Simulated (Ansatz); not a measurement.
Given:

```yaml
crystal:
  lattice:
    - [0.00000, 3.24845, 3.33759]
    - [3.24845, 0.00000, 3.33759]
    - [3.24845, 3.24845, 0.00000]
  atoms:
    - { symbol: Sn, position: [0.00000, 0.00000, 0.00000] }
    - { symbol: Sn, position: [0.25000, 0.25000, 0.25000] }
```

Level of theory: PBE with spin-orbit coupling, rigid bands (plane waves, PAW; Ansatz, a first-principles code). Condition of this run: uniaxial stress along [001] of -0.8 GPa (compression positive) (the target of the relaxation). How the cell was made: cell and atoms relaxed with PBEsol, then loaded as said.

Problem. Is this a good metal at this level?

Solution. No. No gap is resolved, and few carriers conduct, as in a semimetal or a zero-gap semiconductor. N(E_F) = 0.130 states/eV a cell at 300 K and the Drude plasma energy along the best axis is 1.33 eV, several times under that of a simple or noble metal.
